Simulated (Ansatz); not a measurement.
Take Cu₃N (space group Pm-3m, No. 221) as the base.

```yaml
crystal:
  lattice:
    - [3.82686, 0.00000, 0.00000]
    - [0.00000, 3.82686, 0.00000]
    - [0.00000, 0.00000, 3.82686]
  atoms:
    - { symbol: Cu, position: [0.50000, 0.00000, 0.00000] }
    - { symbol: Cu, position: [0.00000, 0.50000, 0.00000] }
    - { symbol: Cu, position: [0.00000, 0.00000, 0.50000] }
    - { symbol: N, position: [0.00000, 0.00000, 0.00000] }
```

Cartesian axes are those of the cell as printed.

Level of theory: Kohn–Sham DFT with the PBE functional, run in Ansatz (a first-principles code) with PAW and 420 eV plane waves, no spin-orbit coupling.

Base values:

The valley order comes out as M along ⟨110⟩ 0.22 eV; Γ 0.97 eV; X along ⟨100⟩ 1.52 eV and the smallest direct gap is 0.75 eV.

One thing is altered: a pure shear with ε_xy = ε_yx = 0.0133; the atoms relax in the strained cell.

### Question
What does the calculation give for the electron mass, stress, valley order and smallest direct gap after the change?

### Answer
The electron mass comes out as 2.4 mₑ along y, 0.15 mₑ across (at M); the stress (xx, yy, zz, yz, xz, xy; compression positive) comes out as (0.03, 0.03, -0.01, 0.00, 0.00, -0.51) GPa; the valley order (the lowest conduction-band minima on the path, energy above the VBM, named in the base's zone) changes from M along ⟨110⟩ 0.22 eV; Γ 0.97 eV; X along ⟨100⟩ 1.52 eV to M along [101] 0.16 eV; M along [110] 0.16 eV; R along [111] 0.63 eV; Γ 0.90 eV; the smallest direct gap falls by 0.12 eV (0.75 eV → 0.63 eV).

Effective masses come from finite differences of ±0.01 Å⁻¹. Whether these cells are dynamically stable was not tested. All final runs are without spin polarisation. A zero or small gap of Cu3N can be the functional's error rather than a property of the material.
